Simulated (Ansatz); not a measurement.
# Effect of pressure 0.3 GPa on LiMnO2

Base system: LiMnO$_{2}$ (space group C2/m, No. 12; a = 5.4527 Å, b = 2.7921 Å, c = 5.3727 Å, α = γ = 90.00°, β = 116.42°; ferromagnetic; a cell from a computed database, its experimental status unchecked).

Now apply this change: a hydrostatic pressure of 0.3 GPa.

All numbers come from Ansatz (an electronic-structure program), PBEsol, PAW, cutoff 420 eV, no SOC. Settings: 13×13×7 k-points, 0.05 eV Fermi–Dirac smearing.

The volume per atom shrinks by 0.03 Å³ to 9.13 Å³ and the density grows by 0.01 g/cm³, from 4.26 g/cm³ to 4.27 g/cm³. The shortest interatomic distance stays 1.909 Å and the enthalpy H = E + PV relative to the base's energy amounts to +0.02 eV/atom. The band gap falls by 0.02 eV (0.22 eV → 0.20 eV) and the gap character is still indirect, Y₂ → L₂. The smallest direct gap decreases by 0.016 eV to 0.33 eV and the width of the top valence band rises by 0.02 eV (4.23 eV → 4.25 eV). The magnetic state stays ferromagnetic and the largest site moment is still 3.11 μB.

Final structure:

```
LiMnO2
1.0
    2.72224    -1.39561     0.00196
    2.72224     1.39561     0.00196
   -2.38376     0.00000     4.80367
Li Mn O
1 1 2
Direct
  0.50000   0.50000   0.50000
  0.00000   0.00000   0.00000
  0.72296   0.72296   0.23414
  0.27704   0.27704   0.76586
```

Cost of the whole job for the changed cell (relaxation, final SCF and bands): roughly 4 core-minutes.

Load acts through the strain it causes; cell and atoms are relaxed under it. No phonon test of stability was made. No Hubbard U is applied and the magnetic state is the run's own (LiMnO2 ferromagnetic); small cells can't hold the antiferromagnetic order that many such compounds have, so gaps and moments can be off. A gap here joins edges of opposite spin (a spin-flip gap). The zero or small gap of LiMnO2 can change with the level of theory.
